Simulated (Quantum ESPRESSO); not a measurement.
A self-consistent single point of Li2H2Pd (I4/mmm, 5 atoms in the cell) with Quantum ESPRESSO.

Method: Wu-Cohen GGA, GBRV 1.5 ultrasoft (PBE) pseudopotentials (plane waves; Quantum ESPRESSO 7.5).

```
CELL_PARAMETERS angstrom
     -1.53943     1.53943     5.11878
      1.53943    -1.53943     5.11878
      1.53943     1.53943    -5.11878
ATOMIC_POSITIONS crystal
  Li 0.64517 0.64517 0.00000
  Li 0.35483 0.35483 0.00000
  H  0.83666 0.83666 0.00000
  H  0.16334 0.16334 0.00000
  Pd 0.00000 0.00000 0.00000
```

Reference input (self-consistent single point, DFT, PBEsol, plane waves, GBRV 1.5 ultrasoft (PBESOL) pseudopotentials): ecutwfc = 40 Ry; ecutrho = 320 Ry; occupations = smearing; smearing = gauss; degauss = 0.019992 Ry; K_POINTS = automatic 10 10 10 0 0 0; conv_thr = 1e-10 Ry. This run's input differs from it in these lines:

```diff
@@ -17,2 +17,3 @@
   degauss = 0.019992,
+  input_dft = 'wc',
 /
@@ -22,5 +23,5 @@
 ATOMIC_SPECIES
-Li     6.9400  li_pbesol_v1.4.uspp.F.UPF
-H      1.0080  h_pbesol_v1.4.uspp.F.UPF
-Pd   106.4200  pd_pbesol_v1.4.uspp.F.UPF
+Li     6.9400  li_pbe_v1.4.uspp.F.UPF
+H      1.0080  h_pbe_v1.4.uspp.F.UPF
+Pd   106.4200  pd_pbe_v1.4.uspp.F.UPF
 ATOMIC_POSITIONS {alat}
```

Output, abridged:

```
     Self-consistent Calculation

     iteration #  1     ecut=    40.00 Ry     beta= 0.70

     negative rho (up, down):  7.295E-02 0.000E+00

     total energy              =    -216.78388941 Ry
     estimated scf accuracy    <      18.79977511 Ry

     iteration #  2     ecut=    40.00 Ry     beta= 0.70

     negative rho (up, down):  7.702E-02 0.000E+00

     total energy              =    -228.76070693 Ry
     estimated scf accuracy    <      31.25799046 Ry

     iteration #  3     ecut=    40.00 Ry     beta= 0.70

     negative rho (up, down):  7.884E-02 0.000E+00

     total energy              =    -230.19652916 Ry
     estimated scf accuracy    <       4.19485550 Ry

   [... 15 blocks of this kind left out ...]

     iteration # 19     ecut=    40.00 Ry     beta= 0.70

     negative rho (up, down):  7.835E-02 0.000E+00

     total energy              =    -229.89309546 Ry
     estimated scf accuracy    <          5.6E-10 Ry

     iteration # 20     ecut=    40.00 Ry     beta= 0.70

     negative rho (up, down):  7.835E-02 0.000E+00
     End of self-consistent calculation

     Number of k-points >= 100: set verbosity='high' to print the bands.

     the Fermi energy is     7.2925 ev

!    total energy              =    -229.89309546 Ry
     estimated scf accuracy    <          5.8E-12 Ry
     smearing contrib. (-TS)   =      -0.00136355 Ry
     internal energy E=F+TS    =    -229.89173191 Ry

     convergence has been achieved in  20 iterations

     negative rho (up, down):  7.835E-02 0.000E+00

     Forces acting on atoms (cartesian axes, Ry/au):

     atom    1 type  1   force =     0.00000000    0.00000000    0.00171929
     atom    2 type  1   force =     0.00000000    0.00000000   -0.00171929
     atom    3 type  2   force =    -0.00000000   -0.00000000    0.00002575
     atom    4 type  2   force =     0.00000000    0.00000000   -0.00002575
   [... lines left out ...]
     Total force =     0.002432     Total SCF correction =     0.000002
   [... lines left out ...]

     negative rho (up, down):  7.835E-02 0.000E+00
          total   stress  (Ry/bohr**3)                   (kbar)     P=       -0.88
  -0.00001823   0.00000000   0.00000000           -2.68        0.00        0.00
  -0.00000000  -0.00001823   0.00000000           -0.00       -2.68        0.00
  -0.00000000   0.00000000   0.00001852           -0.00        0.00        2.72

   JOB DONE.
```

The run converged in 20 iterations. Against the reference run the pressure goes from -0.54 to -0.09 GPa and the largest force goes from 0.030 to 0.044 eV/Å. The full log also holds: “c_bands:  1 eigenvalues not converged”.

The starting cell comes from a database of computed structures (which also holds hypothetical and non-ambient phases and stackings), without a prior relaxation at this level. Spin polarisation is off.

Cost on one core of a shared machine: roughly 3 min.
